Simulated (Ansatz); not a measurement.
CsCl-type CoAl, treated with r²SCAN (PAW; Ansatz, a first-principles code).

Run with plane-wave cutoff 600 eV, 16×16×16 k mesh, Fermi–Dirac smearing 0.1 eV, finite displacements, force constants from a 4×4×4 q mesh, no spin polarisation, scalar-relativistic PAW data made under PBE.

Computed at the level's own relaxed cell. Harmonic vibrational thermodynamics at fixed volume:

```json
[
 {"T (K)": "0", "S_vib (J/K per mol of atoms)": "0.00", "C_V (J/K per mol of atoms)": "0.00", "F_vib (eV/atom)": "0.0534"},
 {"T (K)": "100", "S_vib (J/K per mol of atoms)": "3.26", "C_V (J/K per mol of atoms)": "8.02", "F_vib (eV/atom)": "0.0525"},
 {"T (K)": "200", "S_vib (J/K per mol of atoms)": "12.24", "C_V (J/K per mol of atoms)": "17.57", "F_vib (eV/atom)": "0.0445"},
 {"T (K)": "500", "S_vib (J/K per mol of atoms)": "31.65", "C_V (J/K per mol of atoms)": "23.48", "F_vib (eV/atom)": "-0.0269"},
 {"T (K)": "700", "S_vib (J/K per mol of atoms)": "39.68", "C_V (J/K per mol of atoms)": "24.18", "F_vib (eV/atom)": "-0.1013"},
 {"T (K)": "800", "S_vib (J/K per mol of atoms)": "42.92", "C_V (J/K per mol of atoms)": "24.35", "F_vib (eV/atom)": "-0.1441"},
 {"T (K)": "900", "S_vib (J/K per mol of atoms)": "45.80", "C_V (J/K per mol of atoms)": "24.48", "F_vib (eV/atom)": "-0.1901"}
]
```

The crystal is taken as a harmonic solid at every temperature: melting, phase changes and thermal expansion are not seen, nor the electrons' share in a metal.
